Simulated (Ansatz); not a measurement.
## A series of runs on ZnAu (P1, 2 atoms in the cell)

```
CELL_PARAMETERS angstrom
      3.15005     0.00000     0.00000
      0.00000     3.15005     0.00000
      0.00000     0.00000     3.15005
ATOMIC_POSITIONS crystal
  Zn 0.50096 0.48918 0.50708
  Au 0.99904 0.01082 0.99292
```

Base run A: Ansatz (an electronic-structure program) with LDA (PW92), default PAW files made with PBE, self-consistent single point.

Its settings: kpoints.mp_grid.grid = 7 7 7; hamiltonian.xc = lda; hamiltonian.pseudopotentials = {kind: paw} (the program's default PAW files); scf.occupations.method = cold; scf.occupations.width = 0.0037 Ry.

The starting cell comes from a database of computed structures (which also holds hypothetical and non-ambient phases and stackings), without a prior relaxation at this level. Its atoms were displaced at random from the sites of space group no. 221. In the base run, with a pressure of about -7 GPa the cell is away from its equilibrium volume at this level. Ansatz's pressure includes its estimate of the finite-basis (Pulay) stress.

ΔF is the free energy per atom less that of run A. 

```csv
run,"kpoints.mp_grid.grid, kpoints.mp_grid.shift",ΔF (meV/atom),pressure (GPa),largest force (eV/Å),k-points
A,"7 7 7, default",0.00,-7.18,0.227,172
B,"4 4 4, 0.5 0.5 0.5",80.9,-5.84,0.235,32
C,"5 5 5, 0.5 0.5 0.5",18.6,-6.45,0.238,63
D,"6 6 6, 0.5 0.5 0.5",-16.8,-7.02,0.234,108
E,"7 7 7, 0.5 0.5 0.5",13.2,-6.40,0.231,172
F,"7 7 7, 0 0 0.5",2.3,-6.85,0.235,172
```

Run B against A: The free energy rises by 80.9 meV/atom, the pressure goes from -7.18 to -5.84 GPa and the largest force goes from 0.227 to 0.235 eV/Å.

Run D against A: The free energy drops by 16.8 meV/atom, the pressure goes from -7.18 to -7.02 GPa and the largest force goes from 0.227 to 0.234 eV/Å.

Run C against A: The free energy goes up by 18.6 meV/atom, the pressure goes from -7.18 to -6.45 GPa and the largest force goes from 0.227 to 0.238 eV/Å.

Keys are those of Ansatz 0.2.
